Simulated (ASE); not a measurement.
Total g(r) from a molecular-dynamics run. Computed with the machine-learned potential CHGNet 0.3.0 (ASE).

```tsv
r (Å)	g(r)
1.02	0.00
1.14	0.00
1.26	0.00
1.38	0.00
1.50	0.00
1.62	0.00
1.74	0.00
1.86	0.00
1.98	0.00
2.10	0.23
2.22	1.76
2.34	3.07
2.46	2.65
2.58	2.13
2.70	2.09
2.82	1.67
2.94	0.88
3.06	0.30
3.18	0.07
3.30	0.08
3.42	0.17
3.54	0.43
3.66	0.68
3.78	0.93
3.90	1.09
4.02	1.15
4.14	1.21
4.26	1.56
4.38	1.76
```

Which system gave this curve?
A. Mo (bcc), crystal, 304 K
B. CoSi (B20 type), crystal, 868 K
C. Mo3Si (A15 type), crystal, 821 K
D. AlN (zinc blende; a metastable form), crystal, 1403 K

B, CoSi (B20 type), crystal, 868 K
